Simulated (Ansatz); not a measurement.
Defect migration in fcc Cu: Al-vacancy pair (Al on one host Cu site, one Cu site vacant), neutral cell. Level of theory: PBE, PAW (plane waves to 420 eV; Ansatz, a first-principles code).

32-site cell at the relaxed PBE lattice, a 2×2×2 k-point mesh shifted by half a step, smearing 0.10 eV, spin-restricted, no finite-size correction. Static, classical nuclei. Forms of the defect that were not tried may lie lower. The order of the sites in energy changes with the mesh.

Barriers: single points on a 4×4×4 k-point mesh shifted by half a step at the bands' geometries (they differ from the bands' own by up to 0.16 eV, and are uncertain by about as much).

The step: one Cu atom jumps into the vacancy from a nearby Cu site (Al-vacancy distance between ideal sites 2.57 → 3.63 Å); the atom moves 2.49 Å along (0.00, -0.48, 0.49) of the unit cell; the moving atom starts with neighbours 4 Cu at 2.54, Cu at 2.56, 4 Cu at 2.58, Cu at 2.58, Cu at 2.60 Å and ends with Al at 2.57; 4 Cu at 2.54, Cu at 2.56, 2 Cu at 2.58, 2 Cu at 2.59, Cu at 2.60 Å.

Problem. Predict the migration barrier of this step from PBE, PAW.

Solution. 0.70 eV forward and 0.72 eV backward. At the saddle the moving atom has neighbours Al at 2.75; 4 Cu at 2.37, Cu at 2.78, Cu at 2.79, Cu at 2.81 Å. The saddle point's order was not checked, and it lies on a symmetry element of the cell, where a band can be held.
